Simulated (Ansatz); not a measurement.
Checking a run of Ansatz (a program for electronic structure) on LuCrO3 (R-3, 10 atoms in the cell). The aim is a self-consistent single point with DFT, PBE+U, plane waves, default PAW files.

This input was run:

Ansatz 0.2 input:
```yaml
crystal:
  lattice:
    - [2.587055, 1.493637, 4.774254]
    - [-2.587055, 1.493637, 4.774254]
    - [0.000000, -2.987274, 4.774254]
  atoms:
    - { symbol: Lu, position: [0.355370, 0.355370, 0.355370] }
    - { symbol: Lu, position: [0.644630, 0.644630, 0.644630] }
    - { symbol: O, position: [0.221740, 0.562490, 0.950950] }
    - { symbol: O, position: [0.950950, 0.221740, 0.562490] }
    - { symbol: O, position: [0.562490, 0.950950, 0.221740] }
    - { symbol: O, position: [0.778260, 0.437510, 0.049050] }
    - { symbol: O, position: [0.049050, 0.778260, 0.437510] }
    - { symbol: O, position: [0.437510, 0.049050, 0.778260] }
    - { symbol: Cr, position: [0.146400, 0.146400, 0.146400], spin: 3.0 }
    - { symbol: Cr, position: [0.853600, 0.853600, 0.853600], spin: 3.0 }
basis:
  ecutwfc: 420.0
kpoints:
  mp_grid: { grid: [5, 5, 5] }
hamiltonian:
  xc: pbe
  pseudopotentials: { kind: paw }
  hubbard: { sites: [{ species: Cr, l: p, u_eff: 3.7 }] }
magnetization:
  spin_polarized: true
scf:
  occupations: { method: cold, width: 0.1 }
output:
  forces: true
  eigenvalues: true
  stress: true
```

The program printed (abridged):

```
WARN ansatz: RAYON_NUM_THREADS=1 ignored (pool sized by the plan → 1); use --threads N
   [... lines left out ...]
Pseudopotentials: kind: paw
Pseudopotential: Lu, paw, valence charge 25
Pseudopotential: O, paw, valence charge 6
Pseudopotential: Cr, paw, valence charge 14
Crystal: 10 atoms, lattice volume = 110.690 Å³
Basis set: ecut = 420 eV, 2187 PW (Γ), exchange–correlation on 80×80×80 points (8 copies of the dense FFT grid, shifted against one another)
Bands: 72, of which v1, the nominal top of the filled ones, is band 57 counted from 1 (56 counted from 0)
Symmetry: 6 space group operations
Space group: R-3 (ITA 148), of the structure as read, at distance tolerance 4.8e-5 Å
Magnetic group: BNS 148.17 (UNI 1247), of the structure as read, at distance tolerance 4.8e-5 Å
k-points: 23 of 125
Initial density: superposition of atomic densities (chi_scale 0.1, normalization cell, long waves kept (reshape's long-wave potential 0.02 eV rms))
Starting moments: Σ|m| = 6 μB on 2 of 10 sites
Initial wavefunctions: pseudopotential atomic-orbital guess
Eigensolver: davidson
Functional: x = pbe(κ = 0.804, μ = 0.2195149727645171), c = pbe(β = 0.06672455060314922)
SCF iter   1: F=—  HF=-39639.954336 eV  |F-HF|=—  |Δ(HF+E_count)|=         —  Δρ=1.65e-1 (↑1.65e-1 ↓7.26e-2)  dr2=1.16e2  dr2_m=3.59e0  M=2.240 μB ∫|m|=3.084 μB  β_m=0.30  ethr=3.10e-3  ⟨swp⟩=6.2  Hψ=13819  notcnv=0
all-band conjugate gradients solve this SCF's bands
preconditioner: auto → Kerker (q_TF=auto, 2.742 Å⁻¹)
   [... lines left out ...]
SCF iter  15: F=—  HF=-39632.980584 eV  |F-HF|=—  |Δ(HF+E_count)|=   3.53e-7  S|Δr|=    0.00e0  Δρ=1.19e-5 (↑1.19e-5 ↓6.90e-6)  dr2=3.43e-7  dr2_m=8.34e-9  M=6.000 μB ∫|m|=6.170 μB  β_m=0.71  ethr=4.00e-10  ⟨swp⟩=3.0  Hψ=6756  notcnv=0  defer=349
SCF iter  16: F=-39632.980584 eV  HF=-39632.980584 eV  |F-HF|=1.35e-8  |Δ(HF+E_count)|=   8.00e-9  S|Δr|=    0.00e0  Δρ=3.68e-6 (↑3.68e-6 ↓3.51e-6)  dr2=6.01e-8  dr2_m=2.16e-11  M=6.000 μB ∫|m|=6.170 μB  ethr=8.77e-11  ⟨swp⟩=15.6  Hψ=25328  notcnv=0
SCF 1 converged in 16 iterations: F = -39632.980584 eV  dr2 = 6.01e-8
WARN: an SCF from antiferromagnetic starting moments (0.00, 0.00, 0.00, 0.00, 0.00, 0.00, 0.00, 0.00, -3.00, 3.00 Bohr magnetons, atom by atom) was not made, …
   [... lines left out ...]
Absolute magnetization: 6.1822 μB (∫|ρ↑−ρ↓|, with the PAW one-centre terms)
Free energy (F): -39632.980584 eV
Fermi energy:    15.193815 eV
   [... lines left out ...]
--- Stress (GPa, compression-positive) ---
       19.219246       0.000001      -0.000000
       -0.000001      19.219246       0.000000
       -0.000000       0.000000       9.211934
  P = ⅓ Tr σ = 15.8835 GPa (158.835 kbar)
  The stress holds the Pulay correction. Without it, at fixed plane waves, as pw.x and ABINIT print it: P = 15.1378 GPa
Occupation matrices written to occupation_matrices
```

Can these results be used? Check the input.

The run is not sound. The fault is a Hubbard U on the wrong shell. The U belongs on the localised d or f shell; another shell may not exist in the potential or acts on the wrong states. To fix it, name the d or f shell. The run converged in 16 iterations without an error; against the sound input the pressure goes from 18.32 to 15.88 GPa, the largest force goes from 2.282 to 2.020 eV/Å, the gap on the mesh goes from 2.768 to 1.522 eV and the size of the net moment stays at 0.60 μB/atom.

The sound input it was made from differs as follows (other fixes are possible):
```diff
-  hubbard: { sites: [{ species: Cr, l: p, u_eff: 3.7 }] }
+  hubbard: { sites: [{ species: Cr, l: d, u_eff: 3.7 }] }
```

With that input, the run converged in 21 iterations: free energy E − TS (on the zero of these files) -39631.5802 eV; top of the valence band (on the code's own zero) 13.14 eV; gap on the k-point mesh 2.77 eV; pressure 18.32 GPa; largest force (vector length) 2.282 eV/Å (DFT, PBE+U, plane waves, default PAW files).

On the sound input: the starting cell was generated: these elements placed on a structure prototype, without a prior relaxation; it need not be a known phase or ordering of this composition. Its lattice was rescaled by a random factor within 2.5 % of one. Spin-orbit coupling is off. The magnetic order is the one reached from the typed start; others were not searched systematically. With U or open f shells several self-consistent states can exist. The program warned that, by what it read of turns of the moments, another magnetic order lies lower. With a pressure of about 18 GPa the cell is away from its equilibrium volume at this level. Forces in this geometry exceed 1 eV/Å. Ansatz's pressure includes its estimate of the finite-basis (Pulay) stress. Without the estimate this run gives 17.57 GPa.

These are the values that this program gave, and no reference: magnets with a U can end in a higher state.
